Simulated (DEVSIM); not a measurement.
Device: abrupt Ge n-p junction, at 350 K.

| layer (left to right) | material | thickness (μm) | Nd (cm⁻³) | Na (cm⁻³) | τn (s) | τp (s) |
|---|---|---|---|---|---|---|
| 1 | Ge | 9.30 | 5.7e13 | - | 2.4e-7 | 2.4e-7 |
| 2 | Ge | 25.0 | - | 1.4e16 | 2.4e-7 | 2.4e-7 |

Left contact: ohmic. Right contact: ohmic. Voltage is applied to the left contact. Recombination: SRH at mid-gap, radiative, Auger. Mobility is μmin + (μ − μmin)/(1 + (N/Nref)^α).

The device is made up for the run: typed textbook-type constants, with dimensions and the other settings drawn at random. Values at 300 K; Nc and Nv go as T^1.5, mobilities as T to minus their exponent, the gap by Varshni's rule with the affinity fixed.

```
parameter               Ge
----------------  --------
gap (eV)             0.664
affinity (eV)            4
permittivity            16
Nc (cm⁻³)          1.04e19
Nv (cm⁻³)             6e18
μn (cm²/Vs)           3900
μp (cm²/Vs)           1900
μn,min                 150
μp,min                 100
Nref,n              2.6e17
Nref,p                4e17
αn                    0.56
αp                     0.6
T exponent of μn      1.66
T exponent of μp      2.33
B (cm³/s)          6.4e-14
Cn (cm⁶/s)           1e-31
Cp (cm⁶/s)           1e-31
Varshni α (eV/K)  0.000477
Varshni β (K)          235
```

Model (solved in DEVSIM): 1D drift-diffusion, Boltzmann statistics, complete ionisation; no tunnelling, impact ionisation, image-force lowering or self-heating.

Q: Tabulate band edges, carrier densities and field at zero bias.

A: Energies count from the Fermi level of the right contact; mesh points crowd at the junctions.

| x (μm) | Ec (eV) | Ev (eV) | n (cm⁻³) | p (cm⁻³) | field (V/cm) |
|---|---|---|---|---|---|
| 0.000 | 0.327 | -0.318 | 2.6e14 | 2.0e14 | ≈ 0 |
| 0.04246 | 0.327 | -0.318 | 2.6e14 | 2.0e14 | ≈ 0 |
| 0.1524 | 0.327 | -0.318 | 2.6e14 | 2.0e14 | ≈ 0 |
| 0.4629 | 0.327 | -0.318 | 2.6e14 | 2.0e14 | ≈ 0 |
| 1.836 | 0.327 | -0.318 | 2.6e14 | 2.0e14 | ≈ 0 |
| 5.015 | 0.327 | -0.318 | 2.6e14 | 2.0e14 | ≈ 0 |
| 7.698 | 0.327 | -0.318 | 2.6e14 | 2.0e14 | ≈ 0 |
| 8.898 | 0.343 | -0.302 | 1.5e14 | 3.4e14 | 670 |
| 9.170 | 0.378 | -0.266 | 4.7e13 | 1.1e15 | 2300 |
| 9.268 | 0.409 | -0.235 | 1.7e13 | 3.1e15 | 4400 |
| 9.303 | 0.427 | -0.217 | 9.3e12 | 5.6e15 | 5500 |
| 9.380 | 0.449 | -0.195 | 4.4e12 | 1.2e16 | 1200 |
| 9.565 | 0.455 | -0.190 | 3.7e12 | 1.4e16 | 19 |
| 10.07 | 0.455 | -0.190 | 3.7e12 | 1.4e16 | ≈ 0 |
| 12.34 | 0.455 | -0.190 | 3.7e12 | 1.4e16 | ≈ 0 |
| 17.43 | 0.455 | -0.190 | 3.7e12 | 1.4e16 | ≈ 0 |
| 27.24 | 0.455 | -0.190 | 3.7e12 | 1.4e16 | ≈ 0 |
| 31.77 | 0.455 | -0.190 | 3.7e12 | 1.4e16 | ≈ 0 |
| 33.66 | 0.455 | -0.190 | 3.7e12 | 1.4e16 | ≈ 0 |
| 34.07 | 0.455 | -0.190 | 3.7e12 | 1.4e16 | ≈ 0 |
| 34.23 | 0.455 | -0.190 | 3.7e12 | 1.4e16 | ≈ 0 |
| 34.30 | 0.455 | -0.190 | 3.7e12 | 1.4e16 | ≈ 0 |
